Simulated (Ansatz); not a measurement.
# What a tighter setting buys: basis.ecutwfc, Rb2LaInF6 (Fm-3m, 10 atoms in the cell)

Cell: a = 6.9457 Å, b = 6.9457 Å, c = 6.9457 Å, α = 60.00°, β = 60.00°, γ = 60.00°.

Computed with PBE (plane waves, PAW; Ansatz, a first-principles code).

Base settings: basis.ecutwfc = 30.9 Ry; kpoints.mp_grid.grid = 3 3 3; hamiltonian.xc = pbe; hamiltonian.pseudopotentials = {kind: paw} (the program's default PAW files); scf.occupations.method = methfessel_paxton; scf.occupations.width = 0.0073 Ry.

Misses are taken against the tightest run, 61.7 Ry, which need not be fully converged itself. The energy is the free energy per atom.

The count of work is k-points × plane waves × bands × iterations; it is no time, and leaves out set-up, grids and terms that scale otherwise. 

Ansatz's pressure holds its estimate of the finite-basis (Pulay) stress, which hides part of the cutoff error; the uncorrected pressure shows it.

The starting cell was generated: these elements placed on a structure prototype, without a prior relaxation; it need not be a known phase or ordering of this composition. Its lattice was rescaled by a random factor within 2.5 % of one. In the base run, forces exceed 1 eV/Å. Ansatz's pressure includes its estimate of the finite-basis (Pulay) stress.

The runs (basis.ecutwfc): 12.5 Ry | 15.4 Ry | 18.4 Ry | 21.7 Ry | 24.6 Ry | 27.9 Ry | 30.9 Ry | 35.6 Ry | 40.1 Ry | 46.3 Ry | 54 Ry | 61.7 Ry.

Question: Which is the coarsest setting among those run that, with all tighter ones, holds the energy within 20 meV/atom of the reference, and what does it save?

Answer: 30.9 Ry, off by 3.8 meV/atom; it needs 0.35 of the reference's count of work.

Question: What does the step from 15.4 Ry to 46.3 Ry buy?

Answer: It takes the miss in the energy from 5700 to 0.44 meV/atom, for 4.6 times the count of work.

```
basis.ecutwfc  energy less reference (meV/atom)  pressure less reference (GPa)  largest difference in the force on any atom (eV/Å)  uncorrected pressure less reference (GPa)  count of work / reference
-------------  --------------------------------  -----------------------------  --------------------------------------------------  -----------------------------------------  -------------------------
12.5 Ry                                15675.53                          -7.26                                               0.039                                    -310.16                       0.11
15.4 Ry                                 5724.46                           0.18                                               0.112                                    -145.45                       0.14
18.4 Ry                                 1842.65                           0.31                                               0.191                                     -60.13                       0.18
21.7 Ry                                  463.07                          -0.20                                               0.031                                     -19.72                       0.21
24.6 Ry                                  123.21                          -0.01                                               0.006                                      -6.65                       0.25
27.9 Ry                                   22.46                          -0.02                                               0.005                                      -1.60                       0.30
30.9 Ry                                    3.76                           0.00                                               0.000                                      -0.28                       0.35
35.6 Ry                                    1.08                           0.00                                               0.000                                       0.01                       0.44
40.1 Ry                                    0.84                           0.00                                               0.000                                       0.00                       0.52
46.3 Ry                                    0.44                           0.00                                               0.000                                       0.01                       0.66
54 Ry                                      0.35                           0.00                                               0.000                                       0.01                       0.82
61.7 Ry                                    0.00                           0.00                                               0.000                                       0.00                        1.0
```

Keys are those of Ansatz 0.2.
